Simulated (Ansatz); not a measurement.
Results of PBE0 (Ansatz, an electronic-structure program, PAW) for cubic perovskite KMgF₃.

Settings: plane-wave cutoff 460 eV, 6×6×6 k mesh, Fermi–Dirac smearing 0.01 eV, scalar-relativistic PAW data made under PBE.

The cell has the measured lattice: a = b = c = 3.9897 Å, α = β = γ = 90.00°.

Q: Give the computed band gap and smallest direct gap on the k points sampled.

A: 
band gap: 10.32 eV (on the SCF k mesh) (indirect)
smallest direct gap on the k points sampled: 10.62 eV

Note: cell and atoms aren't relaxed at this level (pressure 0.8 GPa).

Computing time: very roughly 60 core-seconds.
